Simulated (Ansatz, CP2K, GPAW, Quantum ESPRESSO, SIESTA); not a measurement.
**Code comparison for CdPd3 (I4/mmm, 4 atoms in the cell)**

Self-consistent single point, at a second geometry (lattice scaled by 0.98). First geometry:

```yaml
crystal:
  lattice:
    - [-1.95519, 1.95519, 3.88156]
    - [1.95519, -1.95519, 3.88156]
    - [1.95519, 1.95519, -3.88156]
  atoms:
    - { symbol: Cd, position: [0.00000, 0.00000, 0.00000] }
    - { symbol: Pd, position: [0.75000, 0.25000, 0.50000] }
    - { symbol: Pd, position: [0.25000, 0.75000, 0.50000] }
    - { symbol: Pd, position: [0.50000, 0.50000, 0.00000] }
```

Shared settings, as Ansatz (an electronic-structure program) writes them: kpoints.mp_grid.grid = 8 8 8; scf.occupations.method = fermi_dirac; scf.occupations.width = 0.1 eV. Potentials and cutoffs stand in the table.

```tsv
code	model	ΔF from the first geometry (meV/atom)	pressure (GPa)	cutoff
CP2K	PBEsol, GPW, DZVP-MOLOPT-SR-GTH basis, GTH-PBE potentials (GTH_POTENTIALS)	99.9	26.65	grid 500 Ry
Quantum ESPRESSO	PBEsol, GBRV 1.5 ultrasoft (PBESOL) pseudopotentials	86.2	23.61	40 Ry
SIESTA	GGA PBEsol, numerical atomic orbitals DZP, PseudoDojo PBEsol standard norm-conserving potentials (rewritten from UPF to PSML)	71.7	20.28	grid 300 Ry
GPAW	PBEsol, GPAW PAW datasets PBEsol (made by gpaw-setup)	80.8	22.52	550 eV
Ansatz	PBEsol, PAW files made with PBE	79.9	22.39	420 eV
```

On Ansatz's run: spin polarisation is off.

The spread over the programs that give each value: ΔF from the first geometry within 28.2 meV/atom; pressure within 6.37 GPa.

CP2K and SIESTA use small atom-centred bases, whose incompleteness enters pressures, forces and empty levels differently from a plane-wave cutoff. Ansatz's pressure is given at a fixed set of plane waves, as the other plane-wave codes print theirs; with its correction for the finite basis it is 22.45 GPa. In the pressure, CP2K (by 4.13), Quantum ESPRESSO (by 1.09) and SIESTA (by 2.24) lie more than 1 GPa from the median of the plane-wave programs.

The starting cell comes from a database of computed structures (which also holds hypothetical and non-ambient phases and stackings), without a prior relaxation at this level. Its lattice was rescaled by a random factor within 2.5 % of one. For this run, on top of that: lattice scaled by 0.98.

Left out of this page: FLEUR (with a known weakness of the program).

Keys are those of Ansatz 0.2.
